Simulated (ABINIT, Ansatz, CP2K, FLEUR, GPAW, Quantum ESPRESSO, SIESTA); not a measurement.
**Code comparison for Li₃Mg (I4/mmm, 4 atoms in the cell)**

Self-consistent single point, at a second geometry (lattice scaled by 0.98). First geometry:

```yaml
crystal:
  lattice:
    - [-2.15793, 2.15793, 4.27820]
    - [2.15793, -2.15793, 4.27820]
    - [2.15793, 2.15793, -4.27820]
  atoms:
    - { symbol: Li, position: [0.50000, 0.50000, 0.00000] }
    - { symbol: Li, position: [0.25000, 0.75000, 0.50000] }
    - { symbol: Li, position: [0.75000, 0.25000, 0.50000] }
    - { symbol: Mg, position: [0.00000, 0.00000, 0.00000] }
```

Shared settings, as Ansatz (a program for electronic structure) writes them: kpoints.mp_grid.grid = 11 11 11; scf.occupations.method = fermi_dirac; scf.occupations.width = 0.05 eV. Potentials and cutoffs stand in the table.

```csv
code,model,ΔF from the first geometry (meV/atom),pressure (GPa),cutoff
FLEUR,"PBEsol, all-electron FLAPW (FLEUR), scalar-relativistic valence",5.2,–,Kmax 3.8 1/bohr
GPAW,"PBEsol, GPAW PAW datasets PBEsol (made by gpaw-setup)",5.5,1.43,850 eV
Ansatz,"PBEsol, PAW files made with PBE",5.1,1.38,420 eV
Quantum ESPRESSO,"PBEsol, GBRV 1.5 ultrasoft (PBESOL) pseudopotentials",5.2,1.39,40 Ry
SIESTA,"GGA PBEsol, numerical atomic orbitals DZP, PseudoDojo PBEsol standard norm-conserving potentials (rewritten from UPF to PSML)",2.7,2.02,grid 350 Ry
CP2K,"PBEsol, GPW, DZVP-MOLOPT-SR-GTH basis, GTH-PBE potentials (GTH_POTENTIALS)",10.9,2.23,grid 1000 Ry
ABINIT,"PBEsol, norm-conserving pseudopotentials (PseudoDojo nc-sr-04 PBEsol standard)",5.2,1.39,42 Ha
```

A dash marks a value that a program does not give, or that is left out as unsure.

The spread over the programs that give each value: ΔF from the first geometry within 8.2 meV/atom; pressure within 0.85 GPa.

SIESTA and CP2K use small atom-centred bases, whose incompleteness enters pressures, forces and empty levels differently from a plane-wave cutoff. FLEUR treats all electrons, but the usual bases taken here (sphere radii, linearisation, local orbitals, empty states) were not tested for convergence, so the values are no reference for the others. Ansatz's pressure is given at a fixed set of plane waves, as the other plane-wave codes print theirs.

The starting cell comes from a database of computed structures (which also holds hypothetical and non-ambient phases and stackings), without a prior relaxation at this level. For this run, on top of that: lattice scaled by 0.98.

Keys are those of Ansatz 0.2.
